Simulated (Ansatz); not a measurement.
Base system: NaI in the rock salt structure (space group Fm-3m, No. 225; a = 6.529 Å).

The values are results of PBE (Ansatz, a quantum-chemistry and plane-wave program, PAW, scalar-relativistic without spin-orbit coupling), not measurements.

Base values:

| Item | Value |
|---|---|
| Pressure | 0.00 GPa |
| Electron mass | 0.27 mₑ (at Γ) |
| Valley order | Γ 3.58 eV; X along ⟨100⟩ 4.48 eV |

Modification: every lattice vector is stretched by 5.36 %, atoms relaxed at fixed cell.

**Question.** What happens to the pressure, electron mass, energy relative to the base and valley order?

**Answer.** The pressure goes from zero to -1.64 GPa; the electron mass changes from 0.27 mₑ (at Γ) to 0.30 mₑ (at Γ); the energy increases by 35 meV/atom; the valley order (the lowest conduction-band minima on the path, energy above the VBM, named in the base's zone) changes from Γ 3.58 eV; X along ⟨100⟩ 4.48 eV to Γ 3.23 eV; X along ⟨100⟩ 4.33 eV.

Spin-orbit coupling, missing from the scalar runs, can matter with I. The levels and masses belong to the bands next to the band gap. The cells carry an imposed strain or load. Effective masses come from finite differences of ±0.01 Å⁻¹. Stability against distortions was not tested.
